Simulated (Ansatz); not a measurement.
PbS (Cmcm, No. 63, 4 atoms in the cell; start mp-1018115; high-pressure phase) was calculated with HSE06 (Ansatz, a first-principles code, plane waves, PAW).

Run with plane-wave cutoff 460 eV, 6×6×6 k mesh, Fermi–Dirac smearing 0.01 eV, scalar-relativistic PAW data made under PBE.

Cell (relaxed at this level):

```cif
data_Pb4S4
_chemical_formula_sum 'Pb4 S4'
_space_group_name_H-M_alt 'Cmcm'
_space_group_IT_number 63
_space_group_name_Hall '-C 2c 2'
_cell_length_a 4.16600
_cell_length_b 12.14957
_cell_length_c 4.25828
_cell_angle_alpha 90.000
_cell_angle_beta 90.000
_cell_angle_gamma 90.000
loop_
_atom_site_label
_atom_site_type_symbol
_atom_site_symmetry_multiplicity
_atom_site_Wyckoff_symbol
_atom_site_fract_x
_atom_site_fract_y
_atom_site_fract_z
_atom_site_occupancy
Pb1 Pb 4 c 0.00000 0.13270 0.75000 1
S1 S 4 c 0.00000 0.64786 0.25000 1
```
(The calculation used a cell of 4 atoms; values per cell refer to that cell.)

Problem. Estimate the band gap, smallest direct gap on the k points sampled and Γ–Γ gap that the calculation returns.

Solution. 
- band gap = 1.66 eV
- smallest direct gap on the k points sampled = 1.88 eV
- Γ–Γ gap = 5.94 eV

Note: the relaxation could not lower the start's symmetry, so the cell can be a saddle point above a distorted one; the cell has widely spaced layers and the level no dispersion term, so their spacing and the moduli can rest on weak binding.

Spin–orbit coupling is not included; with these elements it can move the gap by several tenths of an eV or more.

The computed numbers hold no vibrational or temperature effects.

A start named mp-… is a Materials Project structure, which need not be a measured phase.
